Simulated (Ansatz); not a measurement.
An Ansatz (a first-principles code) run: Pt with a change (biaxial strain +4.86 %, plane normal [111], relaxed out of plane); Ansatz r2SCAN, without spin-orbit coupling.

Input:

Ansatz 0.2 input:
```yaml
crystal:
  lattice:
    - [2.9215963385, 0, 0]
    - [1.4607981693, 2.5301766488, 0]
    - [1.4607981693, -0.8433922163, 2.2196322879]
  atoms:
    - { symbol: Pt, position: [0, 0, 0] }
basis: { ecutwfc: 500, ecutrho_ratio: 4, xc_grid: 4, fft_grid_basis: typed }
kpoints: { mp_grid: { grid: [20, 20, 20] } }
hamiltonian:
  xc: r2scan
  dispersion: none
  pseudopotentials: { kind: paw }
scf: { occupations: { method: fermi_dirac, width: 0.05 } }
relax: { f_tol: 0.005, max_steps: 50, cell: { stress_tol: 0.01, fix: [a, b, gamma] } }
output: { forces: true, stress: true }
checkpoint: { write: state.ck, write_every: 1000 }
```

Output (explanatory and most iteration lines left out):

```
Relaxation: its limit of steps is 50 (relax.max_steps)
Pseudopotential: Pt, paw, valence charge 18
Crystal: 1 atoms, lattice volume = 16.408 Å³
Basis set: ecut = 500 eV, 405 PW (Γ), exchange–correlation on 96×96×96 points (64 copies of the dense FFT grid, shifted against one another)
Bands: 13, of which v1, the nominal top of the filled ones, is band 9 counted from 1 (8 counted from 0)
Symmetry: 12 space group operations
Space group: R-3m (ITA 166), of the structure as read, at distance tolerance 2.5e-5 Å
k-points: 781 of 8000
Functional: x = r2scan, c = r2scan; τ floored in thin density (d = 2e-4 eV/Å³)
SCF iter   1: F=—  HF=-12536.720484 eV  |F-HF|=—  |Δ(HF+E_count)|=         —  Δρ=1.47e-2  dr2=2.88e-2  dr2_τ=1.01e-2  ethr=1.77e-3  ⟨swp⟩=5.4  Hψ=55035  notcnv=0
SCF iter   2: F=—  HF=-12536.722929 eV  |F-HF|=—  |Δ(HF+E_count)|=   2.45e-3  Δρ=6.60e-3  dr2=4.42e-3  dr2_τ=8.30e-4  ethr=1.60e-4  ⟨swp⟩=2.0  Hψ=19277  notcnv=0
SCF 1 converged in 6 iterations: F = -12536.723627 eV  dr2 = 5.58e-8
relax step   1: F+E_penalty+E_count = -12536.72362683 eV  Δ(F+E_penalty+E_count) = +0.000e0 eV  max|allowed force component| = 0.000e0 eV/Å  Δτ_max = 0.0000 Å  P = -14.570 GPa  Ω = 16.408 Å³  fix = [a, b, gamma]  reactions: a -16.435, b -16.435 GPa  (6 SCF iters, dr2 threshold 1.00e-7 eV, accepted)
[... steps on the carried basis left out ...]
relax step   7: F+E_penalty+E_count = -12536.74086695 eV  Δ(F+E_penalty+E_count) = -3.677e-7 eV  max|allowed force component| = 0.000e0 eV/Å  Δτ_max = 0.0000 Å  P = -7.268 GPa  Ω = 15.924 Å³  energy of the carried Pulay correction = +3.283e-7 eV  fix = [a, b, gamma]  reactions: a -10.902, b -10.902 GPa  (3 SCF iters, dr2 threshold 8.25e-10 eV, accepted)
Crystal: 1 atoms, lattice volume = 15.924 Å³
SCF iter   1: F=—  HF=-12536.740867 eV  |F-HF|=—  |Δ(HF+E_count)|=         —  Δρ=3.14e-6  dr2=5.44e-10  dr2_τ=4.51e-11  ethr=2.61e-9  ⟨swp⟩=3.5  Hψ=86974  notcnv=0
SCF iter   2: F=—  HF=-12536.740867 eV  |F-HF|=—  |Δ(HF+E_count)|=   5.86e-9  Δρ=1.40e-6  dr2=7.52e-11  dr2_τ=2.20e-11  ethr=3.02e-12  ⟨swp⟩=2.7  Hψ=17860  notcnv=0
SCF 8 converged in 4 iterations: F = -12536.740867 eV  dr2 = 1.98e-13
SCF converged after 4 iterations
Free energy (F): -12536.740867 eV
Internal energy: -12536.728869 eV  (E = F + TS)
E sigma→0 (E₀):  -12536.734868 eV
Entropy (-TS):   -0.011998 eV (-11.998 meV/atom)
Fermi energy:    21.463806 eV
--- Forces (eV/Å), atoms counted from 1 ---
  atom   1  Pt     0.00000000     0.00000000     0.00000000
--- Stress (GPa, compression-positive) ---
      -10.901760       0.000000       0.000000
        0.000000     -10.901760      -0.000000
        0.000000      -0.000000       0.000050
  P = ⅓ Tr σ = -7.2678 GPa (-72.678 kbar)
--- Relaxed structure (6 steps of the walk, 6 accepted, 2 SCFs on fresh bases) ---
  cell:  # Å, volume = 15.9238 Å³
    - [2.921596338531985, -2.886746918207199e-11, -4.3875013462455676e-11]
    - [1.4607981692909926, 2.5301766487578665, -2.9390083480843877e-12]
    - [1.4607981692900092, -0.8433922162880421, 2.154150228436123]
  atoms:
    - { symbol: Pt, position: [0.0, 0.0, 0.0] }
```

Without a gap, meshes like the base's 20×20×20 leave anisotropic stresses uncertain by several tenths of a GPa, and small strain energies with them. Whether these cells are dynamically stable was not tested. All final runs are without spin polarisation. The cell was made from Pt in the fcc (Cu type) structure (space group Fm-3m, No. 225) by this change: biaxial strain +4.86 %, plane normal [111], relaxed out of plane. Pt lies near a magnetic instability that expansion can trigger; it was not tested.
